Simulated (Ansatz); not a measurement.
## Several settings converged on BaAl2 (Fd-3m, 6 atoms in the cell)

```xyz
6
Lattice="0.0000 4.2437 4.2437 4.2437 0.0000 4.2437 4.2437 4.2437 0.0000" Properties=species:S:1:pos:R:3 pbc="T T T"
Ba     4.2437     4.2437     4.2437
Ba     6.3656     6.3656     6.3656
Al     1.0609     1.0609     1.0609
Al     1.0609     3.1828     3.1828
Al     3.1828     3.1828     1.0609
Al     3.1828     1.0609     3.1828
```

Base method: LDA (PW92), default PAW files made with PBE (plane waves; Ansatz, a quantum-chemistry and plane-wave program).

Base settings: basis.ecutwfc = 30.9 Ry; kpoints.mp_grid.grid = 7 7 7; hamiltonian.xc = lda; hamiltonian.pseudopotentials = {kind: paw} (the program's default PAW files); scf.occupations.method = gaussian; scf.occupations.width = 0.0073 Ry.

Core times come from one kind of shared machine, to one figure; runs under 30 s give none.

**Zone-centre phonons against the cutoff**

In this ladder: phonons.method = dfpt.

The mesh stays at the base's, so the ladder's end is converged at best in this setting alone.

Frequencies are those of the unrelaxed cell, without the LO-TO term of polar crystals.

Only quantities that move along the ladder and can be compared are tabulated.

```tsv
basis.ecutwfc	highest zone-centre frequency (cm⁻¹)	lowest optical frequency (cm⁻¹)	core time / last (rough)
15.4 Ry	207.2	82.1	0.2
18.4 Ry	260.6	93.2	0.2
21.7 Ry	244.7	92.4	0.3
30.9 Ry	236.1	92.7	0.4
46.3 Ry	235.9	92.7	1
```

Coarsest basis.ecutwfc that holds the lowest optical frequency within 2 cm⁻¹ of the last step, with all finer ones: 18.4 Ry, at about 0.2 of the last step's time; the step before is off by 11 cm⁻¹.

Coarsest basis.ecutwfc that holds the highest zone-centre frequency within 5 cm⁻¹ of the last step, with all finer ones: 30.9 Ry, at about 0.4 of the last step's time; the step before is off by 8.8 cm⁻¹.

**The force threshold of a relaxation**

On BaAl2 (R3m, 6 atoms in the cell): one atom moved by 0.15 angstrom.

In this ladder: relax = atoms.

The mesh stays at the base's, so the ladder's end is converged at best in this setting alone.

Only quantities that move along the ladder and can be compared are tabulated.

```tsv
relax.f_tol	free energy less the last step's (meV/atom)	largest force left (eV/Å)	relaxation steps
0.2 eV/Å	0.52	0.1324	2
0.1 eV/Å	0.52	0.1324	2
0.05 eV/Å	0.00	0.0025	3
0.03 eV/Å	0.00	0.0025	3
0.02 eV/Å	0.00	0.0025	3
0.005 eV/Å	0.00	0.0026	4
0.001 eV/Å	0.00	0.0000	5
```

Coarsest relax.f_tol that holds the largest force left within 0.01 eV/Å of the last step, with all finer ones: 0.05 eV/Å; the step before is off by 0.13 eV/Å.

Coarsest relax.f_tol that holds the free energy within 0.2 meV/atom of the last step, with all finer ones: 0.05 eV/Å; the step before is off by 0.52 meV/atom.

Two neighbours can agree and both be off: 0.2 eV/Å and 0.1 eV/Å differ by 0.00 meV/atom in the free energy, yet lie about 0.52 meV/atom from the last step.

On the base run: the starting cell comes from a database of computed structures (which also holds hypothetical and non-ambient phases and stackings), without a prior relaxation at this level. Its lattice was rescaled by up to half a per cent.

Keys are those of Ansatz 0.2.
